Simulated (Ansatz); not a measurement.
Functionals compared on CO on the 1x1 (110) surface of bcc Mo, one in a 2x2 cell, started at the site 'top Mo', in Ansatz (plane waves, PAW). The structure was relaxed with PBE; the other rows are single points on it, each with its references at the same level. Cutoff 420 eV (500 eV for r2SCAN).

Slab: 18 atoms, 6.5 Å thick at the start under the adsorbate (thin: gaps and levels are the slab's own); k 6x6x1, smearing 0.1 eV, dipole-corrected; 8 atoms held, the rest relaxed; held to the start's symmetry, so lower structures may exist; no spin, no spin-orbit, no U, no dispersion correction. At the end it is bonded to Mo. In PBE this state lies 0.10 eV over the lowest of the starts that converged ('hollow Mo-Mo-Mo'). These notes are the PBE run's. Adsorption energies are against CO(g). A negative adsorption energy means that the adsorbate is more stable on the surface than in its reference.

| functional | adsorption energy (eV) | work function of the top face (eV) | change of the work function (eV) | rough cost of the single point |
|---|---|---|---|---|
| PBE | -1.69 | 5.38 | 0.79 | – |
| RPBE | -1.44 | 5.25 | 0.81 | around 90 core-seconds (rough) |
| r2SCAN | -1.76 | 5.46 | 0.83 | around 2.9 core-minutes (rough) |

Ansatz is a quantum-chemistry and plane-wave program.
